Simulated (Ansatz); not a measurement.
SiNF (model structure, P3m1, No. 156, 3 atoms in the cell) was calculated with PBE (Ansatz, an electronic-structure program, plane waves, PAW).

The input as run:

Ansatz 0.2 input:
```yaml
crystal:
  lattice:
    - [2.9198097924, 0.0, 0.0]
    - [-1.4599048962, 2.5286294544, 0.0]
    - [0.0, 0.0, 5.2537993533]
  atoms:
    - { symbol: Si, position: [0.0, 0.0, 0.377744099] }
    - { symbol: N, position: [0.6666666667, 0.3333333333, 0.2898399065] }
    - { symbol: F, position: [0.0, 0.0, 0.6840819945] }
basis:
  ecutwfc: 520
  ecutrho_ratio: 4
  xc_grid: 2
kpoints:
  mp_grid: { grid: [12, 12, 6] }
  band_path:
    path:
      - [0.0, 0.0, 0.0]
      - [0.041667, 0.0, 0.0]
      - [0.083333, 0.0, 0.0]
      - [0.125, 0.0, 0.0]
      - [0.166667, 0.0, 0.0]
      - [0.208333, 0.0, 0.0]
      - [0.25, 0.0, 0.0]
      - [0.291667, 0.0, 0.0]
      - [0.333333, 0.0, 0.0]
      - [0.375, 0.0, 0.0]
      - [0.416667, 0.0, 0.0]
      - [0.458333, 0.0, 0.0]
      - [0.5, 0.0, 0.0]
      - [0.472222, 0.055556, 0.0]
      - [0.444444, 0.111111, 0.0]
      - [0.416667, 0.166667, 0.0]
      - [0.388889, 0.222222, 0.0]
      - [0.361111, 0.277778, 0.0]
      - [0.333333, 0.333333, 0.0]
      - [0.309524, 0.309524, 0.0]
      - [0.285714, 0.285714, 0.0]
      - [0.261905, 0.261905, 0.0]
      - [0.238095, 0.238095, 0.0]
      - [0.214286, 0.214286, 0.0]
      - [0.190476, 0.190476, 0.0]
      - [0.166667, 0.166667, 0.0]
      - [0.142857, 0.142857, 0.0]
      - [0.119048, 0.119048, 0.0]
      - [0.095238, 0.095238, 0.0]
      - [0.071429, 0.071429, 0.0]
      - [0.047619, 0.047619, 0.0]
      - [0.02381, 0.02381, 0.0]
      - [0.0, 0.0, 0.1]
      - [0.0, 0.0, 0.2]
      - [0.0, 0.0, 0.3]
      - [0.0, 0.0, 0.4]
      - [0.0, 0.0, 0.5]
      - [0.041667, 0.0, 0.5]
      - [0.083333, 0.0, 0.5]
      - [0.125, 0.0, 0.5]
      - [0.166667, 0.0, 0.5]
      - [0.208333, 0.0, 0.5]
      - [0.25, 0.0, 0.5]
      - [0.291667, 0.0, 0.5]
      - [0.333333, 0.0, 0.5]
      - [0.375, 0.0, 0.5]
      - [0.416667, 0.0, 0.5]
      - [0.458333, 0.0, 0.5]
      - [0.5, 0.0, 0.5]
      - [0.472222, 0.055556, 0.5]
      - [0.444444, 0.111111, 0.5]
      - [0.416667, 0.166667, 0.5]
      - [0.388889, 0.222222, 0.5]
      - [0.361111, 0.277778, 0.5]
      - [0.333333, 0.333333, 0.5]
      - [0.309524, 0.309524, 0.5]
      - [0.285714, 0.285714, 0.5]
      - [0.261905, 0.261905, 0.5]
      - [0.238095, 0.238095, 0.5]
      - [0.214286, 0.214286, 0.5]
      - [0.190476, 0.190476, 0.5]
      - [0.166667, 0.166667, 0.5]
      - [0.142857, 0.142857, 0.5]
      - [0.119048, 0.119048, 0.5]
      - [0.095238, 0.095238, 0.5]
      - [0.071429, 0.071429, 0.5]
      - [0.047619, 0.047619, 0.5]
      - [0.02381, 0.02381, 0.5]
      - [0.5, 0.0, 0.4]
      - [0.5, 0.0, 0.3]
      - [0.5, 0.0, 0.2]
      - [0.5, 0.0, 0.1]
      - [0.333333, 0.333333, 0.4]
      - [0.333333, 0.333333, 0.3]
      - [0.333333, 0.333333, 0.2]
      - [0.333333, 0.333333, 0.1]
    npoints: 1
hamiltonian:
  xc: pbe
  dispersion: none
  pseudopotentials: { kind: paw }
scf:
  occupations: { method: fermi_dirac, width: 0.01 }
  convergence: { dr2_threshold: 0.0000000003 }
output:
  forces: true
  stress: true
  eigenvalues: true
  write_bands: true
```

From the output:

```
Crystal: 3 atoms, lattice volume = 38.789 Å³
Basis set: ecut = 520 eV, 1087 PW (Γ), exchange–correlation on 48×48×80 points (8 copies of the dense FFT grid, shifted against one another)
Bands: 12, of which v1, the nominal top of the filled ones, is band 8 counted from 1 (7 counted from 0)
Symmetry: 6 space group operations
Space group: P3m1 (ITA 156), of the structure as read, at distance tolerance 3.4e-5 Å
k-points: 100 of 864 (time reversal used)
Functional: x = pbe(κ = 0.804, μ = 0.2195149727645171), c = pbe(β = 0.06672455060314922)
SCF iter   1: F=—  HF=-1830.943862 eV  |F-HF|=—  |Δ(HF+E_count)|=         —  Δρ=3.39e-3  dr2=4.56e-3
SCF iter   2: F=—  HF=-1830.943618 eV  |F-HF|=—  |Δ(HF+E_count)|=   2.44e-4  Δρ=1.47e-3  dr2=5.23e-4
  ...
SCF iter   7: F=—  HF=-1830.943631 eV  |F-HF|=—  |Δ(HF+E_count)|=   1.52e-7  Δρ=5.40e-6  dr2=5.38e-9
SCF iter   8: F=-1830.943631 eV  HF=-1830.943631 eV  |F-HF|=3.67e-10  |Δ(HF+E_count)|=   7.98e-9  Δρ=1.19e-6  dr2=2.28e-10
SCF 1 converged in 8 iterations: F = -1830.943631 eV  dr2 = 2.28e-10
SCF converged after 8 iterations
Free energy (F): -1830.943631 eV
Internal energy: -1830.943631 eV  (E = F + TS)
E sigma→0 (E₀):  -1830.943631 eV
Fermi energy:    5.213474 eV
--- Forces (eV/Å), atoms counted from 1 ---
  atom   1  Si     0.00000000     0.00000000    -0.00206773
  atom   2  N     -0.00000000    -0.00000000     0.00094618
  atom   3  F     -0.00000000    -0.00000000     0.00113780
--- Stress (GPa, compression-positive) ---
        0.003993       0.000000      -0.000000
       -0.000000       0.003993       0.000000
       -0.000000       0.000000       0.003708
  P = ⅓ Tr σ = 0.0039 GPa (0.039 kbar)
```

Note: the relaxation could raise the start's symmetry but not lower it, so the cell can be a saddle point. Note: the cell has widely spaced layers and the level no dispersion term, so their spacing and the moduli can rest on weak binding.

A model structure was made by putting elements into a prototype or built by hand; it is no filed structure, need not be a known phase, and can be a saddle point held by its symmetry.
